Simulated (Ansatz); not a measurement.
Several settings converged on TiCo (P4mm, 2 atoms in the cell)

```yaml
crystal:
  lattice:
    - [2.98103, 0.00000, 0.00000]
    - [0.00000, 2.98103, 0.00000]
    - [0.00000, 0.00000, 2.98103]
  atoms:
    - { symbol: Ti, position: [0.00000, 0.00000, 0.01677] }
    - { symbol: Co, position: [0.50000, 0.50000, 0.50000] }
```

Base method: LDA (PW92), PAW files made with PBE (plane waves; Ansatz, a quantum-chemistry and plane-wave program).

Base settings: basis.ecutwfc = 420 eV; kpoints.mp_grid.grid = 11 11 11; hamiltonian.xc = lda; hamiltonian.pseudopotentials = {kind: paw} (the program's default PAW files); scf.occupations.method = fermi_dirac; scf.occupations.width = 0.1 eV.

The count of work is k-points × plane waves × bands × iterations; it is no time. 

**The cutoff for other potential files**

Level: DFT, LDA (PW92), plane waves, harder PAW files (source: ansatz) made with PBE.

In this ladder: hamiltonian.pseudopotentials = {kind: paw, source: ansatz}.

The second cell is the first with its lattice scaled by 0.98.

The mesh stays at the base's, so the ladder's end is converged at best in this setting alone.

The first pressure column holds Ansatz's estimate of the finite-basis (Pulay) stress, which hides part of the cutoff error; the other is without it.

Only quantities that move along the ladder and can be compared are tabulated.

| basis.ecutwfc | free energy less the last step's (meV/atom) | energy of the compressed cell less the first (meV/atom) | pressure (GPa) | pressure without the Pulay estimate (GPa) | largest difference of a force vector from the last step's (eV/Å) | count of work / last |
|---|---|---|---|---|---|---|
| 405 eV | 4484.63 | 7.94 | -5.39 | -283.49 | 0.026 | 0.12 |
| 495 eV | 846.78 | -51.04 | -15.48 | -76.30 | 0.047 | 0.18 |
| 630 eV | 69.34 | -44.41 | -13.99 | -20.71 | 0.001 | 0.25 |
| 765 eV | 6.65 | -44.87 | -14.12 | -14.68 | 0.000 | 0.31 |
| 900 eV | 2.18 | -44.90 | -14.13 | -14.20 | 0.000 | 0.40 |
| 1080 eV | 1.05 | -44.92 | -14.13 | -14.17 | 0.000 | 0.45 |
| 1350 eV | 0.26 | -44.92 | -14.13 | -14.15 | 0.000 | 0.64 |
| 1800 eV | 0.00 | -44.92 | -14.13 | -14.14 | 0.000 | 1.0 |

Coarsest basis.ecutwfc that holds the forces within 0.005 eV/Å of the last step, with all finer ones: 630 eV, at 0.25 of the last step's count of work; the step before is off by 0.047 eV/Å.

Coarsest basis.ecutwfc that holds the energy of the compressed cell less the first within 2 meV/atom of the last step, with all finer ones: 630 eV, at 0.25 of the last step's count of work; the step before is off by 6.1 meV/atom.

Coarsest basis.ecutwfc that holds the free energy within 5 meV/atom of the last step, with all finer ones: 900 eV, at 0.40 of the last step's count of work; the step before is off by 6.7 meV/atom.

The energy difference between the two cells stays within 1 meV/atom of the last step's from 630 eV on, the total only from 1350 eV on: much of the error is common to both cells and cancels.

At the lowest cutoff the pressure without the Pulay estimate lies 269 GPa under the last step's, the usual sign of Pulay stress in an incomplete plane-wave basis.

**The density cutoff**

The second cell is the first with its lattice scaled by 0.98.

The mesh stays at the base's, so the ladder's end is converged at best in this setting alone.

Only quantities that move along the ladder and can be compared are tabulated.

| basis.ecutrho_ratio | free energy less the last step's (meV/atom) | energy of the compressed cell less the first (meV/atom) | pressure (GPa) |
|---|---|---|---|
| 2 | -2.79 | -44.27 | -13.86 |
| 3 | -0.02 | -44.73 | -14.10 |
| 4 | 0.00 | -44.73 | -14.10 |
| 5 | 0.00 | -44.73 | -14.10 |
| 6 | 0.00 | -44.73 | -14.10 |
| 8 | 0.00 | -44.73 | -14.10 |
| 10 | 0.00 | -44.73 | -14.10 |
| 12 | 0.00 | -44.73 | -14.10 |
| 16 | 0.00 | -44.73 | -14.10 |

Coarsest basis.ecutrho_ratio that holds the pressure within 0.1 GPa of the last step, with all finer ones: 3; the step before is off by 0.24 GPa.

Coarsest basis.ecutrho_ratio that holds the free energy within 0.5 meV/atom of the last step, with all finer ones: 3; the step before is off by 2.8 meV/atom.

Coarsest basis.ecutrho_ratio that holds the energy of the compressed cell less the first within 0.2 meV/atom of the last step, with all finer ones: 3; the step before is off by 0.47 meV/atom.

The energy difference between the two cells stays within 1 meV/atom of the last step's from 2 on, the total only from 3 on: much of the error is common to both cells and cancels.

**The relaxed cell against the cutoff**

On TiCo (Pm-3m, 2 atoms in the cell): atoms on their sites.

In this ladder: relax = cell and atoms.

The mesh stays at the base's, so the ladder's end is converged at best in this setting alone.

Only quantities that move along the ladder and can be compared are tabulated.

```tsv
basis.ecutwfc	relaxed volume (Å³/atom)	relaxation steps
295 eV	12.256	13
355 eV	12.231	7
420 eV	12.232	4
505 eV	12.231	4
630 eV	12.228	6
840 eV	12.230	4
```

Coarsest basis.ecutwfc that holds the relaxed volume within 0.012 Å³/atom of the last step, with all finer ones: 355 eV; the step before is off by 0.025 Å³/atom.

At the lowest cutoff the cell relaxes to a volume 0.2 % larger than at the highest. Ansatz relaxes on a stress corrected for the finite basis.

On the base run: the starting cell has typed, rounded lattice constants, without a prior relaxation at this level. Its lattice was rescaled by up to half a per cent. One atom was moved a little off its site on purpose. Spin polarisation is off.

Left out of this page: 2 runs of the series failed or unconverged.

Keys are those of Ansatz 0.2.
